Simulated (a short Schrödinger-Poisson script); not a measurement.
Gated In0.52Al0.48As/In0.53Ga0.47As modulation-doped gas in a quantum well

Structure: gated In0.52Al0.48As/In0.53Ga0.47As modulation-doped gas in a quantum well, at 300 K.

```csv
layer,material,thickness (nm),Nd (cm⁻³),Na (cm⁻³)
1,In0.52Al0.48As,8,-,-
2,In0.52Al0.48As,30,1.2e18,-
3,In0.52Al0.48As,3,-,-
4,In0.53Ga0.47As,24,-,-
5,In0.52Al0.48As,4000,-,1e15
```

The device is made up for the run: typed textbook-type constants, with dimensions and the other settings drawn at random. In0.52Al0.48As: permittivity 12.5, conduction-band edge (eV) 0.52, gap (eV) 1.45, electron mass (mₑ) 0.075, Nv at 300 K (cm⁻³) 1.1e19. In0.53Ga0.47As: permittivity 13.9, conduction-band edge (eV) 0, gap (eV) 0.74, Nv at 300 K (cm⁻³) 7.7e18.

Channel valleys (confinement mass, in-plane density-of-states mass, number): Γ 0.041, 0.041, 1. At the gate the conduction-band edge of layer 1 lies 0.65 eV − eVg above the Fermi level of the channel; the field vanishes at the back. Donor level 0.05 eV below the band edge. The barrier under the gate holds no holes. Gaps are held at their typed values at every temperature. Mesh 0.08 nm at interfaces.

Solved with a short Schrödinger-Poisson script written for these runs: 1D Poisson equation in equilibrium, electrons quantum, Hartree plus LDA exchange-correlation (BenDaniel-Duke, 40 states a valley, the channel's in-plane mass for all, wave functions free to enter the barrier), parabolic valleys, classical holes, donors ionised by Fermi statistics, acceptors fully, no traps, pinning or gate leakage.

```tsv
Vg (V)	electrons (cm⁻²)	in the channel layer	C (μF/cm²)	Γ E0 (meV)	Γ E1 (meV)
0.4	1.66e12	1.60e12	0.630	-70.3	-4.3
0.3	1.63e12	1.58e12	0.528	-69.2	-3.8
0.2	1.58e12	1.55e12	0.438	-67.6	-2.9
0.1	1.52e12	1.49e12	0.352	-64.8	-1.3
0	1.42e12	1.39e12	0.278	-60.1	1.2
-0.1	1.28e12	1.26e12	0.244	-53.9	4.8
-0.2	1.14e12	1.12e12	0.235	-46.8	8.9
-0.3	9.96e11	9.83e11	0.232	-39.4	13.6
-0.4	8.53e11	8.42e11	0.230	-31.5	18.7
-0.5	7.10e11	7.03e11	0.227	-23.0	24.5
-0.6	5.70e11	5.65e11	0.223	-13.8	31.2
-0.7	4.33e11	4.29e11	0.217	-3.3	39.4
-0.8	3.00e11	2.98e11	0.209	9.3	50.1
-0.9	1.75e11	1.74e11	0.192	26.1	65.2
-1	6.75e10	6.71e10	0.151	53.1	91.2
-1.1	7.59e9	7.55e9	0.0482	110.9	148.4
-1.2	2.27e8	2.26e8	0.0141	201.8	239.0
-1.3	5.95e6	5.93e6	0.0143	296.0	333.0
```

Subbands count from the Fermi level.
